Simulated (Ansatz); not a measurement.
# Response to strain in GaSb

The parent structure is GaSb in the zinc blende structure (space group F-43m, No. 216; a = 6.112 Å). Axes: x, y, z lie along the cube axes.

Strains are applied to the cell and any free atomic positions relax; under biaxial strain the out-of-plane vector relaxes too.

Calculations: PBEsol (Ansatz, an electronic-structure program; PAW; 420 eV plane waves; scalar-relativistic without spin-orbit coupling), earlier PAW set.

```tsv
variant	volume per atom	band gap	space group
base	28.54 Å³	zero	F-43m (No. 216)
biaxial strain −2.50 %, plane normal [001], relaxed out of plane	27.74 Å³	0.09 eV	I-4m2 (No. 119)
biaxial strain +2.39 %, plane normal [110], relaxed out of plane	29.56 Å³	zero	Imm2 (No. 44)
biaxial strain −4.93 %, plane normal [111], relaxed out of plane	26.47 Å³	zero	R3m (No. 160)
isotropic strain −3.83 %	25.39 Å³	0.62 eV	F-43m (No. 216)
isotropic strain +0.68 %	29.13 Å³	zero	F-43m (No. 216)
uniaxial strain ε_yy = +2.17 %	29.16 Å³	zero	I-4m2 (No. 119)
uniaxial strain ε_yy = +2.55 %	29.27 Å³	zero	I-4m2 (No. 119)
tensor shear ε_yz = +1.10 %	28.54 Å³	zero	Imm2 (No. 44)
```

A biaxial case was relaxed in a doubled cell and then solved in the primitive one. With Sb present, leaving out spin-orbit coupling can change the band edges. Stability against distortions was not tested. The final runs are not spin-polarised. Gaps under 0.05 eV, about the width of the smearing, are given as zero. The zero or small gap of GaSb can change with the level of theory.
